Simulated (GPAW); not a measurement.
A self-consistent single point of Se (P3_121, 3 atoms in the cell) with GPAW.

Computed with PBE, GPAW PAW datasets PBE (gpaw-data 1.0.1) (plane waves; GPAW 25.7.0).

The change in words: lattice scaled by 0.98. Reference geometry:
```
CELL_PARAMETERS angstrom
      4.48815     0.00000     0.00000
     -2.24408     3.88685     0.00000
      0.00000     0.00000     4.96038
ATOMIC_POSITIONS crystal
  Se 0.21789 0.00000 0.33333
  Se 0.00000 0.21789 0.66667
  Se 0.78211 0.78211 0.00000
```

Reference input (self-consistent single point, DFT PBE, plane waves, GPAW PAW datasets PBE (gpaw-data 1.0.1)): mode = pw; ecut = 600 eV; xc = PBE; kpts = 5 5 4; mesh shift (steps) = 0 0 0; occupations.name = fermi-dirac; occupations.width = 0.02 eV; nbands = -4; convergence.density = 1e-05 e/electron; convergence.energy = 1e-05 eV/electron; convergence.bands = -2; symmetry.symmorphic = false. This run's input differs from it in these lines:

```diff
@@ -5,8 +5,8 @@
 atoms = Atoms(['Se', 'Se', 'Se'],
-              cell=[[4.488152, 0.000000, 0.000000],
-                    [-2.244076, 3.886854, 0.000000],
-                    [0.000000, 0.000000, 4.960378]],
-              positions=[[0.977923, 0.000000, 1.653458],
-                         [-0.488962, 0.846907, 3.306920],
-                         [1.755114, 3.039947, 0.000000]],
+              cell=[[4.398389, 0.000000, 0.000000],
+                    [-2.199194, 3.809117, 0.000000],
+                    [0.000000, 0.000000, 4.861170]],
+              positions=[[0.958365, 0.000000, 1.620388],
+                         [-0.479182, 0.829969, 3.240782],
+                         [1.720012, 2.979148, 0.000000]],
               pbc=True)
```

The program printed (abridged):

```
     iter     time        total  log10-change:
                         energy   eigst   dens
iter:   1 --:--:--   -10.375235   +0.07
iter:   2 --:--:--   -10.384761   -1.23  -1.09
iter:   3 --:--:--   -10.325853   -1.99  -1.12
iter:   4 --:--:--   -10.323783   -2.43  -1.43
iter:   5 --:--:--   -10.316955   -3.17  -2.00
iter:   6 --:--:--   -10.317217   -4.16  -2.46
iter:   7 --:--:--   -10.316881   -4.53  -2.45
iter:   8 --:--:--   -10.316832   -4.74  -2.68
iter:   9 --:--:--   -10.316832c  -5.81  -3.47
iter:  10 --:--:--   -10.316835c  -5.97  -3.50
iter:  11 --:--:--   -10.316834c  -6.45  -3.76
iter:  12 --:--:--   -10.316834c  -7.22  -4.08
iter:  13 --:--:--   -10.316834c  -7.78c -4.19
iter:  14 --:--:--   -10.316834c  -7.93c -4.13
iter:  15 --:--:--   -10.316834c  -8.34c -4.24
iter:  16 --:--:--   -10.316834c  -8.17c -4.15
iter:  17 --:--:--   -10.316834c  -9.12c -4.30
   [... 4 lines left out ...]
iter:  22 --:--:--   -10.316834c  -9.73c -4.61
iter:  23 --:--:--   -10.316834c  -9.93c -4.64
iter:  24 --:--:--   -10.316834c  -9.21c -4.69
iter:  25 --:--:--   -10.316834c -10.11c -4.96
iter:  26 --:--:--   -10.316834c  -9.35c -5.00c
Converged after 26 iterations.

Dipole moment: (-0.000037, 0.000000, 0.000000) |e|*Ang

Energy contributions relative to reference atoms: (reference = -198310.596392)

Kinetic:        +27.498321
Potential:      -25.663547
External:        +0.000000
XC:             -12.121471
Entropy (-ST):   -0.000000
Local:           -0.030136
SIC:             +0.000000
--------------------------
Free energy:    -10.316834
Extrapolated:   -10.316834

Showing only first 2 kpts
 Kpt  Band  Eigenvalues  Occupancy
  0     7      2.31350    2.00000
  0     8      4.13528    2.00000
  0     9      6.67992    0.00000
  0    10      6.67992    0.00000

  1     7      2.85831    2.00000
  1     8      3.64712    2.00000
  1     9      6.19105    0.00000
  1    10      6.23741    0.00000

Fermi level: 5.10352

Gap: 1.380 eV
Transition (v -> c):
   [... lines left out ...]
Direct gap: 1.483 eV
Transition at: (s=0, k=16, n=8, [0.40, 0.40, 0.50])
Energy (eV): -10.316834

Forces in eV/Ang:
  0 Se    1.16071    0.00000    0.00000
  1 Se   -0.58036    1.00521    0.00000
  2 Se   -0.58036   -1.00521    0.00000

Stress tensor:
    -0.029380     0.000000     0.000000
     0.000000    -0.029380     0.000000
     0.000000     0.000000    -0.052643
Stress (GPa, Voigt): [-4.7072 -4.7072 -8.4343  0.      0.      0.    ]
```

The run converged in 26 iterations. GPAW prints stress with tension positive. Against the reference run the free energy goes up by 41.6 meV/atom, the pressure goes from 2.09 to 5.95 GPa, the largest force goes from 0.432 to 1.161 eV/Å and the gap on the mesh goes from 1.400 to 1.380 eV.

The starting cell comes from a database of computed structures (which also holds hypothetical and non-ambient phases and stackings), without a prior relaxation at this level. Its lattice was rescaled by a random factor within 2.5 % of one. For this run, on top of that: lattice scaled by 0.98. With a pressure of about 6 GPa the cell is away from its equilibrium volume at this level. Forces in this geometry exceed 1 eV/Å.

Cost on one core of a shared machine: roughly 30 s.
